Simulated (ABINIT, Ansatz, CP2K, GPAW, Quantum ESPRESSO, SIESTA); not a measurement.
## SrAlGe (P-6m2, 3 atoms in the cell) computed with different codes at matched settings

Self-consistent single point.

```xyz
3
Lattice="4.3773 0.0000 0.0000 -2.1886 3.7908 0.0000 0.0000 0.0000 4.8689" Properties=species:S:1:pos:R:3 pbc="T T T"
Sr     0.0000     0.0000     0.0000
Al     2.1886     1.2636     2.4344
Ge     0.0000     2.5272     2.4344
```

Shared settings, as Ansatz (an electronic-structure program) writes them: kpoints.mp_grid.grid = 9 9 7; scf.occupations.method = gaussian; scf.occupations.width = 0.2 eV. Potentials and cutoffs stand in the table.

```
code                                                                                                                                 model  pressure (GPa)       cutoff
----------------  ------------------------------------------------------------------------------------------------------------------------  --------------  -----------
Ansatz                                                                                                 LDA (PW92), PAW files made with PBE           -4.97       420 eV
Quantum ESPRESSO                                                                       LDA (PZ), GBRV 1.5 ultrasoft (LDA) pseudopotentials           -5.04        50 Ry
ABINIT                                                     LDA (PW92), norm-conserving pseudopotentials (PseudoDojo nc-sr-04 LDA standard)           -5.04        39 Ha
GPAW                                                                         LDA (Perdew-Wang 92), GPAW PAW datasets LDA (gpaw-data 1.0.1)           -4.71       550 eV
SIESTA            LDA PW92, numerical atomic orbitals TZP, PseudoDojo LDA standard norm-conserving potentials (rewritten from UPF to PSML)           -1.41  grid 300 Ry
CP2K                                                  LDA (Pade form), GPW, DZVP-MOLOPT-SR-GTH basis, GTH-PADE potentials (GTH_POTENTIALS)           -4.90  grid 500 Ry
```

The spread over the programs that give each value: pressure within 3.63 GPa.

SIESTA and CP2K use small atom-centred bases, whose incompleteness enters pressures, forces and empty levels differently from a plane-wave cutoff. Ansatz's pressure is given at a fixed set of plane waves, as the other plane-wave codes print theirs. The same LDA comes in different parametrisations, which differ slightly. In the pressure, SIESTA (by 3.59) lies more than 1 GPa from the median of the plane-wave programs.

The starting cell comes from a database of computed structures (which also holds hypothetical and non-ambient phases and stackings), without a prior relaxation at this level. Its lattice was rescaled by a random factor within 2.5 % of one.

Left out of this page: Elk (not drawn, or without a comparable value).

Keys are those of Ansatz 0.2.
